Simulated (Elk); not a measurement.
# How far to go with shifted k-point meshes: NiAl (P4mm, 2 atoms in the cell)

```
NiAl
1.0
    2.88133     0.00000     0.00000
    0.00000     2.88133     0.00000
    0.00000     0.00000     2.88133
Al Ni
1 1
Direct
  0.50000   0.50000   0.51735
  0.00000   0.00000   0.00000
```

Method of the run: LDA (PW92), all-electron FP-LAPW, Elk's shipped species files, default APW+lo basis (Elk).

Base settings: swidth = 0.00367493 Ha; ngridk = 7 7 7; rmtscf = 0.95; maxscl = 100.

In this ladder: vkloff = 0.5 0.5 0.5.

Only quantities that move along the ladder and can be compared are tabulated.

Core times come from one kind of shared machine, to one figure; runs under 30 s give none.

The starting cell has typed, rounded lattice constants, without a prior relaxation at this level. Its lattice was rescaled by up to half a per cent. One atom was moved a little off its site on purpose. Spin polarisation is off. Values depend on the basis (sphere radii, cutoffs, local orbitals), which need not be converged.

```tsv
ngridk	free energy less the last step's (meV/atom)	core time / last (rough)
2 2 2	853.13	–
3 3 3	-60.13	–
4 4 4	35.56	–
5 5 5	22.12	–
6 6 6	-4.16	–
7 7 7	6.80	–
8 8 8	-2.06	–
9 9 9	-1.87	–
10 10 10	2.18	–
11 11 11	1.34	–
12 12 12	-0.58	0.09
13 13 13	1.19	0.1
15 15 15	0.23	0.2
16 16 16	0.20	0.2
18 18 18	-0.23	0.3
22 22 22	-0.01	0.4
27 27 27	0.00	1
```

Coarsest ngridk that holds the free energy within 5 meV/atom of the last step, with all finer ones: 8 8 8; the step before is off by 6.8 meV/atom.
